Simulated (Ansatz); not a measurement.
The starting structures come from a database of crystals and need not be the phases stable at ambient conditions.

The decay constant κ of evanescent states in the gap governs leakage through a thin film.

Given:

```xyz
12
Lattice="5.0950 0.0000 0.0000 0.0000 11.3644 0.0000 2.5475 5.6822 2.5475" Properties=species:S:1:pos:R:3 pbc="T T T"
Y      2.5475     2.8411     0.0000
Y      0.0000     5.6822     0.0000
V      5.0950    14.2056     2.5475
V      0.0000     0.0000     0.0000
O      3.8504     7.6087     0.7444
O      4.3506    10.4498     1.3029
O      3.7920    13.2910     1.8031
O      3.2919     4.7676     1.2446
O      6.3395     6.5968     1.8031
O      5.8394     3.7557     1.2446
O      1.3029    12.2791     0.7444
O      1.8031     9.4379     1.3029
```

The cell is taken as given; by r2SCAN it stands under a pressure of -8.9 GPa.

Transport runs along the normal of the first two printed cell vectors, the (100) plane of the conventional cell.

No gap correction and no spin-orbit coupling; mid-gap is the computed energy nearest the middle.

Question: Give the band gap and the smallest decay constant κ at mid-gap that r2SCAN in Ansatz (an electronic-structure program) yields.

Answer: Gap 2.89 eV on a 12×12×12 mesh; κ = 0.434 1/Å, at the zone centre.
